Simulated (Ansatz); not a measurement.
## Hypothetical anti-CdI2 type W2N: response to strain

Base system: W2N in the anti-CdI2 type structure (space group P-3m1, No. 164; a = 2.824 Å, c = 5.366 Å; a hypothetical phase, not in the database extracts checked; relaxed with 0.1 eV smearing). Axes: x lies along a and z along c of the hexagonal cell.

Strains are applied to the cell and any free atomic positions relax; under biaxial strain the out-of-plane vector relaxes too.

All numbers come from plane-wave PAW DFT at the PBE level (Ansatz, a quantum-chemistry and plane-wave program, 420 eV), without spin-orbit coupling.

Notes on the quantities. pressure: mean of the normal stresses, compression positive.

| case | pressure | space group | volume per atom |
|---|---|---|---|
| base | 0.0 GPa | P-3m1 (No. 164) | 12.36 Å³ |
| biaxial strain −1.17 %, plane normal [001], relaxed out of plane | 4.4 GPa | P-3m1 (No. 164) | 12.21 Å³ |
| biaxial strain +0.75 %, plane normal [001], relaxed out of plane | -2.1 GPa | P-3m1 (No. 164) | 12.43 Å³ |
| biaxial strain +2.31 %, plane normal [001], relaxed out of plane | -4.9 GPa | P-3m1 (No. 164) | 12.54 Å³ |
| isotropic strain −2.67 % | 32.1 GPa | P-3m1 (No. 164) | 11.39 Å³ |
| isotropic strain −0.66 % | 6.9 GPa | P-3m1 (No. 164) | 12.11 Å³ |
| uniaxial strain ε_yy = +0.65 % | -2.0 GPa | C2/m (No. 12) | 12.44 Å³ |
| uniaxial strain ε_zz = +0.77 % | -2.4 GPa | P-3m1 (No. 164) | 12.45 Å³ |
| uniaxial strain ε_zz = +1.77 % | -5.3 GPa | P-3m1 (No. 164) | 12.57 Å³ |
| tensor shear ε_xy = +2.75 % | 1.1 GPa | P-1 (No. 2) | 12.35 Å³ |

No phonon test of stability was made. The final runs are not spin-polarised. An odd electron count without spin: W2N. Under tensor shear ε_xy = +2.75 % the cell ends below the base's energy or with stress of the wrong sign: the atoms slid into a distortion or the cell is elastically unstable, so the base is not a stable minimum at this level.
